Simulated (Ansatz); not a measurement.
Consider SiC (space group P6_3mc, No. 186; a = 3.078 Å, c = 10.076 Å). Axes: x lies along a and z along c of the hexagonal cell.

One thing is altered: strain tensor (xx, yy, zz, yz, xz, xy) = (+0.17, +0.90, −0.40, −0.51, +0.70, +0.68) %, atoms relaxed at fixed cell.

Levels (all Ansatz, a program for electronic structure, PAW, earlier PAW set): PBEsol (420 eV, no spin-orbit coupling); r2SCAN (500 eV, no SOC); HSE06 (420 eV, no SOC); PBEsol+SOC (420 eV, with spin-orbit coupling).

One geometry, relaxed with PBEsol, under each level:

The valence-band top lists the three highest levels at Γ (Kramers pairs under SOC), from the VBM.

```csv
level,band gap,lowest conduction level above the VBM at special points,valence-band top at Γ,pressure
PBEsol,1.94 eV,T 1.94 eV; Z 2.07 eV; Y 2.08 eV; R 2.25 eV,"0.00, -0.14, -0.18 eV",-1.46 GPa
r2SCAN,2.42 eV,T 2.42 eV; Z 2.55 eV; Y 2.56 eV; R 2.75 eV,–,-1.51 GPa
HSE06,2.96 eV,T 2.96 eV; Z 3.10 eV; Y 3.10 eV; Γ 5.94 eV,–,–
PBEsol+SOC,1.94 eV,T 1.94 eV; Z 2.07 eV; Y 2.08 eV; R 2.25 eV,"0.00, -0.14, -0.18 eV",-1.46 GPa
```

Single points use the geometry relaxed with PBEsol. Their cutoffs differ, which shifts pressures a little. The hybrid gap comes from the SCF mesh plus the semilocal run's edge points and a few special points and is an upper bound. Differences between runs with and without spin-orbit coupling are approximate. Stability against distortions was not tested. Labels are those of the standard path for the cell's own space group.
